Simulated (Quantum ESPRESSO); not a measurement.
Worked example: self-consistent single point of LiHg₃ (I4/mmm, 4 atoms in the cell) in Quantum ESPRESSO.

Computed with LDA (PZ), GBRV 1.5 ultrasoft (LDA) pseudopotentials (plane waves; Quantum ESPRESSO 7.5).

```
CELL_PARAMETERS angstrom
     -2.28462     2.28462     4.22168
      2.28462    -2.28462     4.22168
      2.28462     2.28462    -4.22168
ATOMIC_POSITIONS crystal
  Li 0.00000 0.00000 0.00000
  Hg 0.75000 0.25000 0.50000
  Hg 0.25000 0.75000 0.50000
  Hg 0.50000 0.50000 0.00000
```

Reference input (self-consistent single point, DFT, LDA (PZ), plane waves, GBRV 1.5 ultrasoft (LDA) pseudopotentials): ecutwfc = 40 Ry; ecutrho = 200 Ry; occupations = smearing; smearing = mp; degauss = 0.019992 Ry; potentials = {Li: li_lda_v1.4.uspp.F.UPF, Hg: hg_lda_v1.uspp.F.UPF}; K_POINTS = automatic 10 10 10 1 1 1; conv_thr = 1e-11 Ry. This run's input differs from it in these lines:

```diff
@@ -35,3 +35,3 @@
 K_POINTS {automatic}
-10 10 10  1 1 1
+8 8 8  1 1 1
```

Log, with long lists cut:

```
     Self-consistent Calculation

     iteration #  1     ecut=    40.00 Ry     beta= 0.70

     Threshold (ethr) on eigenvalues was too large:
     Diagonalizing with lowered threshold

     total energy              =    -336.75423519 Ry
     estimated scf accuracy    <       0.32952063 Ry

     iteration #  2     ecut=    40.00 Ry     beta= 0.70

     total energy              =    -336.85359328 Ry
     estimated scf accuracy    <       0.27440582 Ry

     iteration #  3     ecut=    40.00 Ry     beta= 0.70

     total energy              =    -336.90648908 Ry
     estimated scf accuracy    <       0.00074652 Ry

   [... 6 blocks of this kind left out ...]

     iteration # 10     ecut=    40.00 Ry     beta= 0.70

     total energy              =    -336.90739493 Ry
     estimated scf accuracy    <          6.4E-11 Ry

     iteration # 11     ecut=    40.00 Ry     beta= 0.70
     End of self-consistent calculation

     the Fermi energy is     9.2566 ev

!    total energy              =    -336.90739493 Ry
     estimated scf accuracy    <          4.8E-13 Ry
     smearing contrib. (-TS)   =       0.00020225 Ry
     internal energy E=F+TS    =    -336.90759718 Ry

     convergence has been achieved in  11 iterations

     Forces acting on atoms (cartesian axes, Ry/au):

     atom    1 type  1   force =     0.00000000    0.00000000    0.00000000
   [... zero for the other atoms too ...]

     Total force =     0.000000     Total SCF correction =     0.000000

          total   stress  (Ry/bohr**3)                   (kbar)     P=      -44.96
  -0.00031028   0.00000000  -0.00000000          -45.64        0.00       -0.00
   0.00000000  -0.00031028  -0.00000000            0.00      -45.64       -0.00
   0.00000000   0.00000000  -0.00029633            0.00        0.00      -43.59

   JOB DONE.
```

The run converged in 11 iterations. Against the reference run the free energy goes down by 2.0 meV/atom and the pressure stays near -4.50 GPa while the zz stress (positive for compression) goes from -4.66 to -4.36 GPa.

The starting cell comes from a database of computed structures (which also holds hypothetical and non-ambient phases and stackings), without a prior relaxation at this level. With a pressure of about -4 GPa the cell is away from its equilibrium volume at this level.

Cost on one core of a shared machine: roughly 2 min.
